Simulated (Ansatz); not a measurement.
MoTc3 (I4/mmm, No. 139, 4 atoms in the cell; start mp-1187396) was calculated with LDA in Ansatz (PAW).

Settings: plane-wave cutoff 520 eV, 20×20×20 k mesh, Fermi–Dirac smearing 0.05 eV, no spin polarisation, scalar-relativistic PAW data made under PBE.

Cell (relaxed at this level):

MoTc₃ has the tetragonal space group I4/mmm (No. 139), Pearson symbol tI8. Lattice parameters: a = b = 3.840 Å, c = 7.686 Å, α = β = γ = 90.00°. Tc1 on 4d is coordinated by 8 Tc at 2.715 Å and 4 Mo at 2.716 Å (cuboctahedral). Tc2 on 2b is surrounded by 4 Mo at 2.715 Å and 8 Tc at 2.716 Å (cuboctahedral). Mo on 2a sees 12 Tc at 2.715 Å (cuboctahedral). (Neighbours: up to the widest gap in distance over summed covalent radii, below 1.35, at either atom.)
(The calculation used a cell of 4 atoms; values per cell refer to that cell.)

### Question
Predict the bulk modulus.

### Answer

- bulk modulus: 323 GPa

Note: the run has no spin polarisation, so it can have missed a magnetic state; the bulk modulus is −V dP/dV from two relaxed cells at ±2 % in volume; the relaxation could not lower the start's symmetry, so the cell can be a saddle point above a distorted one.

The computed numbers hold no vibrational or temperature effects.

The result took roughly 6 core-minutes.

A start named mp-… is a Materials Project structure, which need not be a measured phase.

Ansatz is a program for electronic structure.
